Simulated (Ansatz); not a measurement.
The starting structures come from a database of crystals and need not be the phases stable at ambient conditions.

 Where the default PAW files enter, the runs use the earlier of Ansatz's two default sets.

Inside the gap of an insulator the Bloch states are evanescent, with a wavenumber k + iκ along the transport direction.

Input:

```xyz
4
Lattice="4.3019 0.0000 0.0000 -2.1510 6.0336 0.0000 0.0000 0.0000 4.4453" Properties=species:S:1:pos:R:3 pbc="T T T"
In     0.0000     4.7165     3.3339
In     2.1510     1.3171     1.1113
Cl     2.1510     4.1781     1.1113
Cl     0.0000     1.8556     3.3339
```

Space group of this cell: Cmcm. The cell was relaxed by PBE-D3(BJ).

Transport runs along the normal of the first two printed cell vectors.

The gap is the functional's own. No spin-orbit coupling. Mid-gap values are interpolated on the energy grid.

Give the band gap and the smallest decay constant κ at mid-gap that r2SCAN in Ansatz (a quantum-chemistry and plane-wave program) yields.

Gap 1.29 eV on a 8×8×8 mesh; κ = 0.136 1/Å, at (0.000, 0.500) of the in-plane reciprocal vectors. At the zone centre, at the nearest computed energy, the slowest state has κ = 0.29 1/Å.
